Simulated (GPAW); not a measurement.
Band structure of Cd (P6_3/mmc, 4 atoms in the cell).

```
CELL_PARAMETERS angstrom
      3.18870     0.00000     0.00000
     -1.59435     2.76150     0.00000
      0.00000     0.00000    10.25967
ATOMIC_POSITIONS crystal
  Cd 0.00000 0.00000 0.00000
  Cd 0.00000 0.00000 0.50000
  Cd 0.33333 0.66667 0.25000
  Cd 0.66667 0.33333 0.75000
```

Method of the run: PBE, GPAW PAW datasets PBE (gpaw-data 1.0.1) (plane waves; GPAW).

Settings: mode = pw; ecut = 550 eV; xc = PBE; kpts = 8 8 3; mesh shift (steps) = 0 0 0; occupations.name = methfessel-paxton; occupations.width = 0.1 eV; occupations.order = 0; nbands = -8; symmetry.symmorphic = false; symmetry.tolerance = 0.0005; maxiter = 150; bandpath_npoints = 40.

The starting cell was generated: these elements placed on a structure prototype, without a prior relaxation; it need not be a known phase or ordering of this composition. Its lattice was rescaled by a random factor within 2.5 % of one.

Levels in eV from the Fermi level, bands 21 to 28:
```csv
point,21,22,23,24,25,26,27,28
Γ,-8.29,-6.85,-6.85,-2.17,-1.21,6.30,6.31,11.80
M,-2.65,-2.59,-1.62,-1.50,-0.61,-0.38,3.09,3.55
K,-0.98,-0.70,-0.70,0.43,0.74,0.92,0.92,1.25
A,-8.16,-8.16,-4.70,-4.70,2.03,2.03,10.97,10.97
L,-2.37,-2.37,-2.16,-2.16,0.57,0.57,1.54,1.54
H,-0.60,-0.60,-0.44,-0.44,-0.01,-0.01,2.57,2.57
```

Bands cross the Fermi level along this path, so the cell is metallic at this level.
